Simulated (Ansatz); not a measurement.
HfS2 in the CdI2 type structure (space group P-3m1, No. 164; layered, stacked along the Cartesian z axis)

Space group P-3m1 (No. 164); a = b = 3.6057 Å, c = 5.7676 Å, α = β = 90.00°, γ = 120.00°

| atom | site | symmetry | x | y | z |
|---|---|---|---|---|---|
| Hf | 1a | -3m. | 0.0000 | 0.0000 | 0.0000 |
| S | 2d | 3m. | 0.3333 | 0.6667 | 0.2525 |

Level of theory: Ansatz (a program for electronic structure), PBE-D3(BJ), PAW, cutoff 420 eV, spin-orbit coupling left out. Γ-centred 11×11×6 mesh, Fermi–Dirac width 0.05 eV.

- Volume per atom = 21.65 Å³
- Density = 6.20 g/cm³
- Band gap = 0.85 eV, indirect, Γ → L
- Total energy = -5843.721 eV/atom (σ→0; compares only within this code and set-up)

With Hf present, leaving out spin-orbit coupling can change the band edges. Stability against distortions was not tested.
